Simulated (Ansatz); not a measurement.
## Si on the Zr site (Si_Zr) in rock-salt ZrN

These are PBE, PAW (plane waves to 420 eV; Ansatz, a quantum-chemistry and plane-wave program) values and carry that method's errors. Details: 64-site cell; 4×4×4 shifted k-points; start: the Zr site; not converged in cell size; the relaxation kept the symmetry of the starting site.

Neighbours after relaxation, in Å: of the Si atom: N 2.10, N 2.10, N 2.10, N 2.10, N 2.10, N 2.10.

Formation energies E_f are those of the neutral cell. Chemical conditions: N-rich (Δμ(Zr) = -3.46 eV, Δμ(Si) = -2.47 eV, bounded by beta Si3N4; only phases computed here count, gases as isolated molecules at 0 K); Zr-rich (Δμ(Zr) = 0.00 eV, Δμ(Si) = -1.00 eV, bounded by ZrSi2 (Cmcm); only phases computed here count, gases as isolated molecules at 0 K). Reference phases: Si: silicon, Zr: hcp Zr.

| charge | moment (μB) | point group | largest move off a lattice site (Å) | E_f, N-rich (eV) | E_f, Zr-rich (eV) |
|---|---|---|---|---|---|
| 0 | not spin-polarised | Oh | 0.20 | 3.84 | 5.83 |

Point groups are those of the whole cell at tolerances of 0.03 and 0.1 Å ("near" where only the looser one holds); none is given for unsettled states.

All states together cost around 4 core-minutes (rough).
